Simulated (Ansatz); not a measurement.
Input:

End structure of a constructed model of the (0001) surface of hcp Zr, a pseudomorphic layer of Ir in the host's stacking (bottom of the slab: a bare face, its two planes held):

```
CELL_PARAMETERS angstrom
      3.23249     0.00000     0.00000
     -1.61625     2.79942     0.00000
      0.00000     0.00000    32.00000
ATOMIC_POSITIONS crystal
  Zr 0.66667 0.33333 0.25590
  Zr 0.33333 0.66667 0.33668
  Zr 0.66667 0.33333 0.41843
  Zr 0.33333 0.66667 0.49905
  Zr 0.66667 0.33333 0.57984
  Zr 0.33333 0.66667 0.66512
  Ir 0.66667 0.33333 0.72109
```

Model: 7-atom slab, 15.6 Å thick at the start, 13x13x1 mesh, Fermi-Dirac 0.1 eV, dipole correction, 2 atoms held, the rest relaxed; symmetry of the start imposed; no spin, no spin-orbit, no U. It is one candidate, not shown to be the stable structure of the face.

Problem. What is the computed work function of the top face (Ansatz (a quantum-chemistry and plane-wave program) with PBE)?

Solution. 4.33 eV
